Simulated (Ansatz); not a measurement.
## Ag3Sn (Pmmn): band-structure transport figures

Input:

```yaml
crystal:
  lattice:
    - [4.74248, 0.00000, 0.00000]
    - [0.00000, 5.95980, 0.00000]
    - [0.00000, 0.00000, 5.14101]
  atoms:
    - { symbol: Ag, position: [0.50000, 0.00000, 0.67382] }
    - { symbol: Ag, position: [0.00000, 0.50000, 0.32618] }
    - { symbol: Ag, position: [0.00000, 0.25125, 0.83605] }
    - { symbol: Ag, position: [0.00000, 0.74875, 0.83605] }
    - { symbol: Ag, position: [0.50000, 0.24875, 0.16395] }
    - { symbol: Ag, position: [0.50000, 0.75125, 0.16395] }
    - { symbol: Sn, position: [0.00000, 0.00000, 0.33050] }
    - { symbol: Sn, position: [0.50000, 0.50000, 0.66950] }
```

All values below come from PBEsol, rigid bands (plane waves, PAW, scalar-relativistic; Ansatz, a quantum-chemistry and plane-wave program). Cell: cell and atoms relaxed with PBEsol.

```
Quantity                                                                Result
------------------------------------  ----------------------------------------
density of states at the Fermi level         2.11 states/(eV·cell), both spins
bare Sommerfeld coefficient                          0.62 mJ/(mol of atoms·K²)
Drude plasma energy                               7.1 (x), 6.5 (y), 6.1 (z) eV
root-mean-square Fermi velocity                                      1.1e6 m/s
resistivity times τ                   9.6 (x), 11.7 (y), 13.3 (z) ×10⁻²² Ω·m·s
```

A metal at this level (no band gap); rigid bands, thermally averaged at 300 K, both spins. Spin-orbit coupling is left out. τ is one relaxation time for all states.

Formula and space group known from diffraction (Crystallography Open Database), not checked to be the room-temperature form: Ag3Sn (Pmmn).
